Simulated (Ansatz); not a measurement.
The starting structures come from a database of crystals and need not be the phases stable at ambient conditions.

The decay constant κ of evanescent states in the gap governs leakage through a thin film.

Input:

```xyz
14
Lattice="6.3495 0.0000 0.0024 0.0000 7.0133 0.0000 2.7455 0.0000 6.2905" Properties=species:S:1:pos:R:3 pbc="T T T"
Hg     5.7708     0.9397     4.7684
Hg     3.3242     6.0736     1.5244
Hg     4.6970     4.4464     4.6696
Hg     4.3980     2.5669     1.6232
Hg     1.3728     3.5066     3.1452
Hg     0.0000     0.0000     0.0000
Cl     1.4869     2.6158     0.2955
Cl     7.6081     4.3975     5.9973
Cl     6.2354     6.1224     2.8521
Cl     2.8596     0.8909     3.4408
O      5.8102     2.7697     3.5318
O      3.2848     4.2435     2.7610
O      4.6576     6.2764     5.9063
O      4.4374     0.7369     0.3866
```

The cell was relaxed by PBE-D3(BJ); by r2SCAN it stands under a pressure of -0.9 GPa.

Transport runs along the normal of the first two printed cell vectors.

The gap is the functional's own. No spin-orbit coupling. Mid-gap values are those at the computed energy nearest the middle.

Task: Give the band gap and the smallest decay constant κ at mid-gap that r2SCAN (Ansatz, an electronic-structure program) yields.

Result: Gap 0.52 eV on a 6×4×6 mesh; κ = 0.158 1/Å, at the zone centre.
